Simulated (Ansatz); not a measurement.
System: TbAu3 (Pmmn, No. 59; cell taken from a computed entry). Method: r²SCAN (plane waves, PAW; Ansatz, an electronic-structure program).

Run with plane-wave cutoff 500 eV, 12×10×12 k mesh (along the axes of the cell as run), Fermi–Dirac smearing 0.1 eV, spin-polarised start, scalar-relativistic PAW data made under PBE.

Computed at the level's own relaxed cell.

Problem. What does this level give for the equilibrium volume per atom?

Solution. 
- equilibrium volume per atom = 20.02 Å³/atom

Note: the magnetic order was assumed, not searched for or taken from measurement; the relaxation could not lower the start's symmetry, so the cell can be a saddle point above a distorted one; the 4f shell is treated without U or exact exchange, so its levels and filling can be wrong.

Spin–orbit coupling is not included; it can shift volumes and moduli of such heavy elements.

The result took about 3 core-hours (a rough figure).
